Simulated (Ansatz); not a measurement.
Response to strain in CdS

Take CdS in the zinc blende structure (space group F-43m, No. 216; a = 5.824 Å) as the base. Axes: x, y, z lie along the cube axes.

Strains are applied to the cell and any free atomic positions relax.

All numbers come from DFT with PBEsol, PAW potentials and a 420 eV plane-wave cutoff in Ansatz (an electronic-structure program), without spin-orbit coupling.

Notes on the quantities. energy relative to the base: free energy F.

| uniaxial strain ε_zz (%) | energy relative to the base (meV/atom) |
|---|---|
| 0 | 0.0 |
| 0.5 | 0.1 |
| 1 | 0.6 |
| 1.5 | ? |
| 2 | 2.3 |
| 2.5 | 3.5 |
| 3 | 5.0 |

**Question.** Fit ΔE = Aε² + Bε³ (ε in %) to the rows shown and predict the withheld row.

**Answer.** Least squares on the printed values gives A = 0.603 and B = -0.016 meV/atom (largest residual 0.0 meV/atom); this predicts 1.3 meV/atom, and the run gives 1.3 meV/atom, in agreement.

Whether these cells are dynamically stable was not tested.
